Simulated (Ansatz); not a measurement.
Start from CdS in the wurtzite structure (space group P6_3mc, No. 186).

```yaml
crystal:
  lattice:
    - [4.07411, 0.00000, 0.00000]
    - [-2.03706, 3.52828, 0.00000]
    - [0.00000, 0.00000, 6.63675]
  atoms:
    - { symbol: Cd, position: [0.33333, 0.66667, 0.00038] }
    - { symbol: Cd, position: [0.66667, 0.33333, 0.50038] }
    - { symbol: S, position: [0.33333, 0.66667, 0.37662] }
    - { symbol: S, position: [0.66667, 0.33333, 0.87662] }
```

Cartesian axes are those of the cell as printed.

Level of theory: LDA/PAW in Ansatz (a program for electronic structure), no spin-orbit coupling.

Modification: uniaxial strain ε_zz = +1.80 %, all other strain components held at zero; the atoms relax in the strained cell.

**Question.** Predict the stress tensor and what it implies for the stiffness.

**Answer.** Stress of the strained cell less that of the base (GPa, compression positive):
```
  -0.86    0.00    0.00
   0.00   -0.86    0.00
   0.00    0.00   -1.83
```

Then −Δσ_ii/ε with ε = 0.0180 gives secant stiffness values (nonlinear terms included at this strain): C33 ≈ 101 GPa, C13 ≈ 48 GPa and C23 ≈ 48 GPa.

Whether these cells are dynamically stable was not tested.
